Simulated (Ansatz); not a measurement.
## CaO, pressure series

Take CaO in the rock salt structure (space group Fm-3m, No. 225) as the base.

```yaml
crystal:
  lattice:
    - [0.00000, 2.38356, 2.38356]
    - [2.38356, 0.00000, 2.38356]
    - [2.38356, 2.38356, 0.00000]
  atoms:
    - { symbol: Ca, position: [0.00000, 0.00000, 0.00000] }
    - { symbol: O, position: [0.50000, 0.50000, 0.50000] }
```

Cell and atoms are relaxed at each pressure.

The values are results of PBEsol (Ansatz, an electronic-structure program), spin-orbit coupling left out, not measurements.

```
case              width of the top valence band  smallest direct gap  volume per atom
----------------  -----------------------------  -------------------  ---------------
base                                    1.26 eV              3.92 eV         13.54 Å³
pressure −2 GPa                         1.22 eV              3.93 eV         13.79 Å³
pressure −1 GPa                         1.24 eV              3.92 eV         13.66 Å³
pressure 0.3 GPa                        1.26 eV              3.91 eV         13.51 Å³
pressure 0.7 GPa                        1.27 eV              3.91 eV         13.46 Å³
pressure 1.5 GPa                        1.28 eV              3.91 eV         13.37 Å³
pressure 3 GPa                          1.31 eV              3.89 eV         13.21 Å³
pressure 5 GPa                          1.34 eV              3.88 eV         13.01 Å³
pressure 7.5 GPa                        1.38 eV              3.86 eV         12.79 Å³
pressure 10 GPa                         1.42 eV              3.84 eV         12.58 Å³
```

Load acts through the strain it causes; cell and atoms are relaxed under it. Stability against distortions was not tested. No other phases were tried under pressure.
